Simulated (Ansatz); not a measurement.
Band structure of AgCl (Fm-3m, 2 atoms in the cell).

```xyz
2
Lattice="0.0000 2.7727 2.7727 2.7727 0.0000 2.7727 2.7727 2.7727 0.0000" Properties=species:S:1:pos:R:3 pbc="T T T"
Ag     0.0000     0.0000     0.0000
Cl     2.7727     2.7727     2.7727
```

Method: PBEsol, PAW files made with PBE (plane waves; Ansatz, a program for electronic structure).

Settings: kpoints.mp_grid.grid = 10 10 10; hamiltonian.xc = pbesol; hamiltonian.pseudopotentials = {kind: paw} (the program's default PAW files); scf.occupations.method = fixed; kpoints.band_path.npoints = 8.

The starting cell comes from a database of computed structures (which also holds hypothetical and non-ambient phases and stackings), without a prior relaxation at this level.

### Question
Predict the gap along the standard path and the places of the band edges.

### Answer
The gap along the path is 0.73 eV, from L to Γ; the smallest direct gap on it is 2.84 eV.

Levels in eV from the top of the valence band on the path, bands 10 to 16:
| point | 10 | 11 | 12 | 13 | 14 | 15 | 16 |
|---|---|---|---|---|---|---|---|
| Γ | -2.44 | -2.33 | -2.33 | -2.33 | 0.73 | 10.57 | 10.57 |
| X | -2.25 | -1.98 | -1.98 | -1.90 | 2.23 | 7.79 | 8.46 |
| W | -2.01 | -1.99 | -1.98 | -1.21 | 4.09 | 7.69 | 7.69 |
| K | -2.04 | -1.86 | -1.68 | -1.06 | 3.47 | 7.07 | 7.94 |
| L | -2.10 | -1.79 | 0.00 | 0.00 | 4.02 | 6.44 | 7.46 |
| U | -2.04 | -1.86 | -1.68 | -1.06 | 3.47 | 7.07 | 7.94 |

Keys are those of Ansatz 0.2.
